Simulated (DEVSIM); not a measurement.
System: Au/Si3N4/p-Si capacitor, at 300 K.

| layer (left to right) | material | thickness (nm) | Na (cm⁻³) |
|---|---|---|---|
| 1 | Si3N4 | 14.0 | - |
| 2 | Si | 1700 | 1.1e17 |

Metal gate on the left, work function 5.1 eV. Fixed charge at the semiconductor interface 0 cm⁻² (in units of +e); interface traps 8.6e11 cm⁻² eV⁻¹, uniform in energy, neutral level at 0.7 of the gap above the valence band.

This is a model device: material constants are rounded textbook-type values typed into the input, and sizes, dopings and lifetimes were drawn at random. Values at 300 K.

```tsv
parameter	Si3N4	Si
gap (eV)	5.1	1.124
affinity (eV)	2.1	4.05
permittivity	7.5	11.7
Nc (cm⁻³)	-	2.86e19
Nv (cm⁻³)	-	3.1e19
```

Simulated with DEVSIM: 1D Poisson equation in equilibrium, Boltzmann statistics, complete ionisation; no quantum confinement or tunnelling. Metal contacts follow the ideal Schottky-Mott rule: no Fermi-level pinning, no interface dipoles.

Question: Give the band bending (positive: bands bend down) and minority sheet density.

Answer: 
```json
[
 {"Vg (V)": "-1.3", "ψs (V)": "-0.142", "minority carriers (cm⁻²)": "< 1e8"},
 {"Vg (V)": "-1", "ψs (V)": "-0.126", "minority carriers (cm⁻²)": "< 1e8"},
 {"Vg (V)": "-0.7", "ψs (V)": "-0.103", "minority carriers (cm⁻²)": "< 1e8"},
 {"Vg (V)": "-0.4", "ψs (V)": "-0.066", "minority carriers (cm⁻²)": "< 1e8"},
 {"Vg (V)": "-0.1", "ψs (V)": "0.005", "minority carriers (cm⁻²)": "< 1e8"},
 {"Vg (V)": "0.2", "ψs (V)": "0.139", "minority carriers (cm⁻²)": "< 1e8"},
 {"Vg (V)": "0.5", "ψs (V)": "0.310", "minority carriers (cm⁻²)": "< 1e8"},
 {"Vg (V)": "0.8", "ψs (V)": "0.495", "minority carriers (cm⁻²)": "< 1e8"},
 {"Vg (V)": "1.1", "ψs (V)": "0.687", "minority carriers (cm⁻²)": "< 1e8"},
 {"Vg (V)": "1.4", "ψs (V)": "0.870", "minority carriers (cm⁻²)": "6.6e10"},
 {"Vg (V)": "1.7", "ψs (V)": "0.936", "minority carriers (cm⁻²)": "6.6e11"},
 {"Vg (V)": "2", "ψs (V)": "0.963", "minority carriers (cm⁻²)": "1.4e12"}
]
```
